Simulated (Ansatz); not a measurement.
Consider Ru in the hcp (Mg type) structure (space group P6_3/mmc, No. 194; a = 2.704 Å, c = 4.263 Å; relaxed with 0.1 eV smearing). Axes: x lies along a and z along c of the hexagonal cell.

Method: plane-wave PAW DFT at the r2SCAN level (Ansatz, a first-principles code, 500 eV), no spin-orbit coupling.

Base values:

```
Quantity    Value
--------  -------
Pressure  0.0 GPa
```

Modification: biaxial strain +1.24 %, plane normal [001], relaxed out of plane (Cartesian); in-plane vectors clamped, the third vector and the atoms free.

Question: How does this affect the out-of-plane strain and pressure?

Answer: The out-of-plane strain is -0.67 %; the pressure (mean of the normal stresses, compression positive) goes from zero to -5.4 GPa.

Stability against distortions was not tested. The final runs are not spin-polarised.
